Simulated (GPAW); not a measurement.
Input and output of a self-consistent single point for SrAl2 (Imma, 6 atoms in the cell) (GPAW).

Method of the run: LDA (Perdew-Wang 92), GPAW PAW datasets LDA (gpaw-data 1.0.1) (plane waves; GPAW).

The change in words: lattice scaled by 0.98. Reference geometry:
```
CELL_PARAMETERS angstrom
     -2.46218     4.05678     4.04831
      2.46218    -4.05678     4.04831
      2.46218     4.05678    -4.04831
ATOMIC_POSITIONS crystal
  Sr 0.30033 0.55033 0.75000
  Sr 0.69967 0.44967 0.25000
  Al 0.27083 0.83937 0.43146
  Al 0.72917 0.16063 0.56854
  Al 0.90791 0.83937 0.06854
  Al 0.09209 0.16063 0.93146
```

Reference input (self-consistent single point, DFT LDA (Perdew-Wang 92), plane waves, GPAW PAW datasets LDA (gpaw-data 1.0.1)): mode = pw; ecut = 550 eV; xc = LDA; kpts = 6 6 6; mesh shift (steps) = 0 0 0; occupations.name = methfessel-paxton; occupations.width = 0.1 eV; occupations.order = 0; nbands = -12; convergence.forces = 0.001 eV/Å; symmetry.symmorphic = false; symmetry.tolerance = 0.0005. This run's input differs from it in these lines:

```diff
@@ -5,5 +5,5 @@
 atoms = Atoms(['Sr', 'Sr', 'Al', 'Al', 'Al', 'Al'],
-              cell=[[-2.462182, 4.056785, 4.048309],
-                    [2.462182, -4.056785, 4.048309],
-                    [2.462182, 4.056785, -4.048309]],
+              cell=[[-2.412938, 3.975649, 3.967343],
+                    [2.412938, -3.975649, 3.967343],
+                    [2.412938, 3.975649, -3.967343]],
               scaled_positions=[[0.300330, 0.550330, 0.750000],
```

Output, abridged:

```
     iter     time        total  log10-change:
                         energy   eigst   dens  force
iter:   1 --:--:--   -22.621930
iter:   2 --:--:--   -22.600839   -1.56  -1.08
iter:   3 --:--:--   -22.324710   -1.98  -1.13
iter:   4 --:--:--   -22.412478   -2.10  -1.32
iter:   5 --:--:--   -22.308100   -2.59  -1.49
iter:   6 --:--:--   -22.319054   -3.83  -2.01
iter:   7 --:--:--   -22.303272c  -3.32  -2.13
iter:   8 --:--:--   -22.301402   -4.11  -2.46
iter:   9 --:--:--   -22.301394c  -5.62  -2.93
iter:  10 --:--:--   -22.301263c  -5.17  -3.07
iter:  11 --:--:--   -22.301268c  -6.44  -3.68
iter:  12 --:--:--   -22.301261c  -7.24  -3.72
iter:  13 --:--:--   -22.301273c  -6.97  -3.85
iter:  14 --:--:--   -22.301266c  -7.52c -3.91
iter:  15 --:--:--   -22.301264c  -7.28  -4.02c
iter:  16 --:--:--   -22.301266c  -8.08c -4.10c
iter:  17 --:--:--   -22.301265c  -8.47c -4.20c -2.48
iter:  18 --:--:--   -22.301266c  -8.76c -4.28c -3.31c
Converged after 18 iterations.

Dipole moment: (-0.000000, -0.000000, -0.000000) |e|*Ang

Energy contributions relative to reference atoms: (reference = -199107.155357)

Kinetic:        +15.977446
Potential:       -5.986061
External:        +0.000000
XC:             -31.791192
Entropy (-ST):   -0.007451
Local:           -0.497733
SIC:             +0.000000
--------------------------
Free energy:    -22.304991
Extrapolated:   -22.301266

Showing only first 2 kpts
 Kpt  Band  Eigenvalues  Occupancy
  0    14      3.93224    2.00000
  0    15      4.66678    2.00000
  0    16      5.50863    0.13600
  0    17      6.47676    0.00000

  1    14      3.88573    2.00000
  1    15      4.04607    2.00000
  1    16      5.60165    0.00501
  1    17      6.63578    0.00000

Fermi level: 5.40321

No gap
   [... lines left out ...]
  0 Sr    0.00000   -0.00000   -0.06649
  1 Sr    0.00000    0.00000    0.06649
  2 Al    0.00000    0.01582    0.01156
  3 Al    0.00000   -0.01582   -0.01156
  4 Al    0.00000   -0.01582    0.01156
  5 Al    0.00000    0.01582   -0.01156

Stress tensor:
     0.021102    -0.000000     0.000000
    -0.000000     0.018577     0.000000
     0.000000     0.000000     0.017632
Stress (GPa, Voigt): [ 3.3809  2.9764  2.8249  0.      0.     -0.    ]
```

The run converged in 18 iterations. GPAW prints stress with tension positive. Against the reference run the free energy drops by 40.7 meV/atom, the pressure goes from -5.12 to -3.06 GPa and the largest force goes from 0.139 to 0.066 eV/Å.

The starting cell comes from a database of computed structures (which also holds hypothetical and non-ambient phases and stackings), without a prior relaxation at this level. Its lattice was rescaled by a random factor within 2.5 % of one. For this run, on top of that: lattice scaled by 0.98. With a pressure of about -3 GPa the cell is away from its equilibrium volume at this level.

Cost on one core of a shared machine: roughly 2 min.
